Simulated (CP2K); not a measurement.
Band structure of a sheet of MgI2 (3 atoms in the cell).

```
CELL_PARAMETERS angstrom
      4.20082     0.00000     0.00000
     -2.10041     3.63802     0.00000
      0.00000     0.00000    17.33512
ATOMIC_POSITIONS crystal
  Mg 0.00000 0.00000 0.50000
  I  0.33333 0.66667 0.59620
  I  0.66667 0.33333 0.40381
```

Method of the run: PBE, GPW, DZVP-MOLOPT-SR-GTH basis, GTH-PBE potentials (GTH_POTENTIALS) (CP2K 2026.2).

Settings: CUTOFF = 1000 Ry; REL_CUTOFF = 50 Ry; SMEAR/METHOD = GAUSSIAN; SIGMA = 0.136 eV; KPOINTS/SCHEME = MONKHORST-PACK 9 9 1; XC_FUNCTIONAL = PBE; Mg/BASIS_SET = DZVP-MOLOPT-SR-GTH-q10; Mg/POTENTIAL = GTH-PBE-q10; I/BASIS_SET = DZVP-MOLOPT-SR-GTH-q7; I/POTENTIAL = GTH-PBE-q7; METHOD = GPW; EPS_DEFAULT = 1e-10; EXTRAPOLATION = USE_GUESS; NGRIDS = 5.

The starting cell was generated: these elements placed on a structure prototype, without a prior relaxation; it need not be a known phase or ordering of this composition. Its lattice was rescaled in the plane by a random factor within 2.5 % of one. Spin-orbit coupling is off. Values carry the incompleteness of an atom-centred basis.

**Question.** Predict the gap along the standard path and the places of the band edges.

**Answer.** The gap along the path is 3.69 eV, from a point between Γ and M to M; the smallest direct gap on it is 4.03 eV.

Levels in eV from the top of the valence band on the SCF mesh, bands 9 to 13:
| point | 9 | 10 | 11 | 12 | 13 |
|---|---|---|---|---|---|
| Γ | -0.21 | -0.21 | 0.00 | 0.00 | 4.07 |
| M | -1.26 | -1.16 | -0.53 | -0.34 | 3.69 |
| K | -2.34 | -1.83 | -0.61 | -0.61 | 4.51 |

Higher empty bands are left out: an atom-centred basis made for the valence describes them poorly.
